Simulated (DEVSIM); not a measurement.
Device: illuminated Ge n-on-p cell, one wavelength, with a back-surface field, at 300 K.

```csv
layer (left to right),material,thickness (μm),Nd (cm⁻³),Na (cm⁻³),τn (s),τp (s),absorption coefficient (cm⁻¹)
1,Ge,0.0520,7.5e17,-,2.6e-8,6e-8,28000
2,Ge,230,-,2.6e17,8.5e-7,8.5e-7,28000
3,Ge,1.50,-,1.5e18,2.6e-6,8.5e-7,28000
```

Left contact: ohmic, minority hole recombination velocity 200 cm/s. Right contact: ohmic, minority electron recombination velocity 200 cm/s. Voltage is applied to the left contact. Recombination: SRH at mid-gap, radiative, Auger. Light enters at the left, 9.5e17 photons cm⁻² s⁻¹, one pass, no reflection. Mobility is constant in doping.

Constants are typed, rounded textbook-type inputs, not results; the design itself was drawn at random and stands for no fabricated device. Values at 300 K.

```tsv
parameter	Ge
gap (eV)	0.664
affinity (eV)	4
permittivity	16
Nc (cm⁻³)	1.04e19
Nv (cm⁻³)	6e18
μn (cm²/Vs)	3900
μp (cm²/Vs)	1900
B (cm³/s)	6.4e-14
Cn (cm⁶/s)	1e-31
Cp (cm⁶/s)	1e-31
```

Simulated with DEVSIM: 1D drift-diffusion, Boltzmann statistics, complete ionisation; no tunnelling, impact ionisation, image-force lowering or self-heating.

Question: Tabulate band edges, carrier densities and field at zero bias, in the dark.

Answer: Energies count from the Fermi level of the right contact; mesh points crowd at the junctions.

```tsv
x (μm)	Ec (eV)	Ev (eV)	n (cm⁻³)	p (cm⁻³)	field (V/cm)
0.000	0.068	-0.596	7.5e17	5.8e8	110
0.02808	0.073	-0.591	6.2e17	7.0e8	8400
0.05626	0.274	-0.390	2.6e14	1.7e12	130000
0.1166	0.580	-0.084	1.9e9	2.3e17	3100
0.4292	0.583	-0.081	1.7e9	2.6e17	≈ 0
1.286	0.583	-0.081	1.7e9	2.6e17	≈ 0
3.972	0.583	-0.081	1.7e9	2.6e17	≈ 0
18.63	0.583	-0.081	1.7e9	2.6e17	≈ 0
58.34	0.583	-0.081	1.7e9	2.6e17	≈ 0
156.7	0.583	-0.081	1.7e9	2.6e17	≈ 0
206.7	0.583	-0.081	1.7e9	2.6e17	≈ 0
224.9	0.583	-0.081	1.7e9	2.6e17	≈ 0
228.4	0.583	-0.081	1.7e9	2.6e17	≈ 0
229.6	0.583	-0.081	1.7e9	2.6e17	≈ 0
230.0	0.583	-0.081	1.7e9	2.6e17	≈ 0
230.0	0.589	-0.075	1.3e9	3.3e17	7200
230.1	0.628	-0.036	2.9e8	1.5e18	100
230.2	0.628	-0.036	2.9e8	1.5e18	≈ 0
230.7	0.628	-0.036	2.9e8	1.5e18	≈ 0
231.3	0.628	-0.036	2.9e8	1.5e18	≈ 0
231.5	0.628	-0.036	2.9e8	1.5e18	≈ 0
231.6	0.628	-0.036	2.9e8	1.5e18	≈ 0
```
